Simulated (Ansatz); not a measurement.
## HfO2: response to strain

Consider HfO2 (space group P4_2/nmc, No. 137; a = 3.568 Å, c = 5.167 Å). Axes: x, y, z lie along a, b, c of the conventional cell.

Strains are applied to the cell and any free atomic positions relax; under stress the whole cell relaxes.

Level of theory: plane-wave PAW DFT at the PBEsol level (Ansatz, a first-principles code, 420 eV), without spin-orbit coupling, earlier PAW set.

Candidates:
(a) uniaxial strain ε_yy = −1.25 %
(b) isotropic strain −0.48 %
(c) uniaxial stress, 2 GPa compression along z

Notes on the quantities. energy relative to the base: free energy F.

Order them by energy relative to the base, lowest first.

(c) uniaxial stress, 2 GPa compression along z (+0.4 meV/atom), (b) isotropic strain −0.48 % (+1.5 meV/atom), (a) uniaxial strain ε_yy = −1.25 % (+2.1 meV/atom)

Stability under load was not tested beyond the relaxation. This is not the structure that HfO2 has at room temperature and ambient pressure.
